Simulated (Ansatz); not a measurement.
Substrate model: Si(111) 1x1 surface, 6 top atoms, 3 bilayers, bottom bilayer H-capped and fixed, every top atom capped by H; cell 11.5 x 6.6 Å; two neighbouring H replaced by OH; about 7 Å thick over the host's atoms, 18 atoms held. Method: PBE-D3(BJ) (plane waves to 420 eV, PAW; Ansatz, a first-principles code). Sampling: 1x2x1 k points. The slab states were run without spin polarisation. A thicker slab, a larger cell or a denser mesh can move such energies by a tenth of an eV or more. All energies are electronic energies at 0 K, without vibrations. Each state was relaxed from one prepared geometry.

End state of this step: AlH3 exchanges a ligand with a surface O-H group and H2 forms. Atoms near the product:

```csv
atom,x (Å),y (Å),z (Å)
H(29),3.823,6.644,10.985
Si(30),7.664,6.666,9.500
H(44),7.664,6.684,11.008
O(46),5.580,3.339,11.180
H(47),5.391,5.819,12.948
Al(a0),6.261,3.707,12.709
H(a1),6.057,5.982,12.616
H(a2),5.311,3.393,13.940
H(a3),7.793,4.097,12.809
```

Question: What energy does it take to move H2 into the gas, one a cell, with the surface relaxed behind it, and what are its closest contacts before it leaves?

Answer: 0.16 eV. Its closest contacts to the rest of the cell: H(a1)...Al(a0) 2.29 Å, H(47)...Al(a0) 2.30 Å, H(a1)...H(44) 2.38 Å.

Here AlH3 is the monomer.
